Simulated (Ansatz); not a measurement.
Base system: RbBr in the rock salt structure (space group Fm-3m, No. 225).

```xyz
2
Lattice="0.0000 3.5089 3.5089 3.5089 0.0000 3.5089 3.5089 3.5089 0.0000" Properties=species:S:1:pos:R:3 pbc="T T T"
Rb     0.0000     0.0000     0.0000
Br     3.5089     3.5089     3.5089
```

Calculations: PBE, PAW, 420 eV (Ansatz, an electronic-structure program; no spin-orbit coupling).

Base values:

* **Band gap**: 4.19 eV
* **Width of the top valence band**: 0.33 eV

One thing is altered: the cell is scaled by 1.0050 in all directions; the atoms relax in the strained cell.

What happens to the energy relative to the base, band gap and width of the top valence band?

The energy goes up by 0.3 meV/atom; the band gap falls by 0.035 eV (4.19 eV → 4.16 eV); the width of the top valence band stays essentially unchanged (0.33 eV against 0.32 eV).

Semilocal Kohn–Sham gaps tend to fall short of experiment. No phonon test of stability was made.
